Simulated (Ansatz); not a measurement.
LaWN₃ (R3c, No. 161, 10 atoms in the cell; start mp-989524) was calculated with PBEsol in Ansatz (PAW).

Numerical settings: plane-wave cutoff 520 eV, 8×8×8 k mesh, Fermi–Dirac smearing 0.01 eV, no spin polarisation, scalar-relativistic PAW data made under PBE.

Cell (relaxed with PBEsol):

Space group R3c, hexagonal axes (No. 161); a = b = 5.6478 Å, c = 13.7292 Å, α = β = 90.00°, γ = 120.00°

| atom | site | symmetry | x | y | z |
|---|---|---|---|---|---|
| La | 6a | 3. | 0.0000 | 0.0000 | 0.0368 |
| W | 6a | 3. | 0.0000 | 0.0000 | 0.2855 |
| N | 18b | 1 | 0.0026 | 0.5527 | 0.0531 |
(The calculation used a cell of 10 atoms; values per cell refer to that cell.)

### Question
What does this level give for the band gap, smallest direct gap on the k points sampled and direct gap at Γ?

### Answer

* **band gap**: 0.99 eV
* **smallest direct gap on the k points sampled**: 1.25 eV
* **direct gap at Γ**: 1.28 eV

Spin–orbit coupling is not included.

Static lattice: no zero-point or thermal effects.

A start named mp-… is a Materials Project structure, which need not be a measured phase.

Ansatz is a program for electronic structure.
